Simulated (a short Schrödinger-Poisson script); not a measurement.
## MOS inversion layer, Al2O3 on p-type Si(100)

Structure: MOS inversion layer, Al2O3 on p-type Si(100), at 400 K.

```tsv
layer	material	thickness (nm)	Na (cm⁻³)
1	Al2O3	3.1	-
2	Si	830	2.7e17
```

The device is made up for the run: typed textbook-type constants, with dimensions and the other settings drawn at random. Al2O3: permittivity 9, conduction-band edge (eV) 2.7, gap (eV) 6.8, electron mass (mₑ) 0.3. Si: permittivity 11.7, conduction-band edge (eV) 0, gap (eV) 1.124, Nv at 300 K (cm⁻³) 3.1e19.

Channel valleys (confinement mass, in-plane density-of-states mass, number): Δ2 0.916, 0.19, 2; Δ4 0.19, 0.417, 4. At the gate the conduction-band edge of layer 1 lies 2.74 eV − eVg above the Fermi level of the channel; the field vanishes at the back. Gaps are held at their typed values at every temperature. Mesh 0.03 nm at interfaces.

Solved with a short Schrödinger-Poisson script written for these runs: 1D Poisson equation in equilibrium, electrons quantum, Hartree (BenDaniel-Duke, 12 states a valley, the channel's in-plane mass for all, wave functions free to enter the dielectric), parabolic valleys, classical holes, full ionisation, no traps, pinning or gate leakage.

```csv
Vg (V),electrons (cm⁻²),C (μF/cm²),Δ2 E0 (meV),Δ2 E1 (meV),Δ4 E0 (meV),Δ4 E1 (meV)
-0.15,7.50e8,0.179,345.3,392.3,382.8,460.2
-0.1,2.69e9,0.180,300.3,348.6,338.8,418.3
-0.05,9.63e9,0.200,255.6,305.0,294.9,376.5
0,3.33e10,0.277,211.9,262.7,252.2,335.8
0.05,1.04e11,0.475,171.7,224.0,213.1,298.7
0.1,2.65e11,0.782,138.2,192.4,181.1,268.8
0.15,5.34e11,1.07,112.5,169.2,157.3,247.3
0.2,8.90e11,1.29,93.1,152.7,140.1,232.4
0.25,1.31e12,1.44,77.9,140.6,127.3,221.8
0.3,1.77e12,1.55,65.6,131.3,117.3,214.0
0.35,2.26e12,1.63,55.2,124.1,109.3,208.0
0.4,2.78e12,1.70,46.3,118.2,102.6,203.3
0.45,3.31e12,1.75,38.3,113.3,96.9,199.5
0.5,3.86e12,1.79,31.2,109.1,92.0,196.4
0.55,4.42e12,1.83,24.8,105.5,87.6,193.7
0.6,5.00e12,1.86,18.8,102.3,83.7,191.5
0.65,5.58e12,1.88,13.3,99.5,80.2,189.5
0.7,6.17e12,1.90,8.1,97.1,76.9,187.8
0.75,6.77e12,1.93,3.2,94.8,74.0,186.3
0.8,7.37e12,1.94,-1.4,92.8,71.2,184.9
0.85,7.98e12,1.96,-5.9,90.9,68.5,183.7
```

Subbands count from the Fermi level.
